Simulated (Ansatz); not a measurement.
System: α-phase CO. Method: PBEsol (PAW; Ansatz, a quantum-chemistry and plane-wave program).

Numerical settings: plane-wave cutoff 520 eV, 6×6×6 k mesh, perturbation theory, scalar-relativistic PAW data made under PBE.

Computed at the level's own relaxed cell.

Q: What does this level give for the electronic dielectric constant ε∞ and dielectric constant ε0 (ions relaxed)?

A: 
electronic dielectric constant ε∞: 1.54
dielectric constant ε0 (ions relaxed): 1.61

Note: the cell comes from a level without a dispersion term, which matters for the spacing of layers, chains or molecules; the volume lies 25 % above that of the published cell.

Cost on a shared machine: about 20 core-minutes (a rough figure).
